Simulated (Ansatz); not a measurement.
Given:

```yaml
crystal:
  lattice:
    - [4.84489, 0.00000, 0.00000]
    - [2.42245, 4.19580, 0.00000]
    - [2.42245, -1.39860, 4.35930]
  atoms:
    - { symbol: Al, position: [0.70505, 0.64747, 0.94242] }
    - { symbol: Al, position: [0.70505, 0.14747, 0.44242] }
    - { symbol: Al, position: [0.29495, 0.35253, 0.05758] }
    - { symbol: Al, position: [0.29495, 0.85253, 0.55758] }
    - { symbol: O, position: [0.50000, 0.44424, 0.25000] }
    - { symbol: O, position: [0.80576, 0.75000, 0.25000] }
    - { symbol: O, position: [0.50000, 0.55576, 0.75000] }
    - { symbol: O, position: [0.80576, 0.94424, 0.75000] }
    - { symbol: O, position: [0.19424, 0.25000, 0.75000] }
    - { symbol: O, position: [0.19424, 0.05576, 0.25000] }
```

No spin polarisation.

All numbers come from PBE (Ansatz, a quantum-chemistry and plane-wave program; PAW; 420 eV plane waves; no spin-orbit coupling). k-mesh 8×8×8 (Γ-centred); smearing 0.05 eV (Fermi–Dirac).

Q: Estimate the mean in-plane stress (compression positive).

A: -4.0 GPa.

Q: Predict the band gap.

A: 5.63 eV.

Q: Predict the width of the top valence band.

A: 0.66 eV.

Q: What is the computed electron mass?

A: 0.39 mₑ out of plane, 0.36 mₑ in plane (at Γ).

The cells carry an imposed strain or load. Effective masses come from finite differences of ±0.01 Å⁻¹. Stability against distortions was not tested. The cell was made from Al2O3 in the corundum structure (space group R-3c, No. 167) by this change: biaxial strain +0.75 %, plane normal [001], relaxed out of plane.
